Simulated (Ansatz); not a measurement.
Functionals compared on the (100) surface of rock-salt PbS in its 1x1 cell (cut with top plane Pb + S, bottom plane Pb + S), outermost plane spacing 3.00 Å in the ideal cut, in Ansatz (plane waves, PAW). The structure was relaxed with PBE; the other rows are single points on it, each with its references at the same level. Cutoff 420 eV (500 eV for r2SCAN). HSE06 used the coarser mesh 4x4x1.

Slab: 10 atoms, Pb5S5, 12.0 Å thick at the start; k 6x6x1, smearing 0.025 eV, dipole-corrected; all atoms relaxed; symmetry of the start imposed; no spin, no spin-orbit, no U. These notes are the PBE run's.

A dash marks a value that is undefined for that row or was read on another mesh.

| functional | surface energy (J/m²) | gap of the slab on its k-mesh (eV) | highest filled level below the top vacuum level (eV) | rough cost of the single point |
|---|---|---|---|---|
| PBE | 0.19 | 0.87 | 4.40 | – |
| LDA | ? | ? | ? | about 50 core-seconds (a rough figure) |
| PBEsol | 0.27 | 0.80 | 4.48 | very roughly 50 core-seconds |
| RPBE | 0.10 | 0.96 | 4.28 | around 50 core-seconds (rough) |
| r2SCAN | 0.25 | 1.12 | 4.54 | about 90 core-seconds (a rough figure) |
| HSE06 | 0.19 | – | – | around 14 core-minutes (rough) |

**Question.** Some entries are withheld; supply them.

**Answer.** 
- LDA, surface energy (J/m²): 0.33
- LDA, gap of the slab on its k-mesh (eV): 0.77
- LDA, highest filled level below the top vacuum level (eV): 4.72

Ansatz is a program for electronic structure.
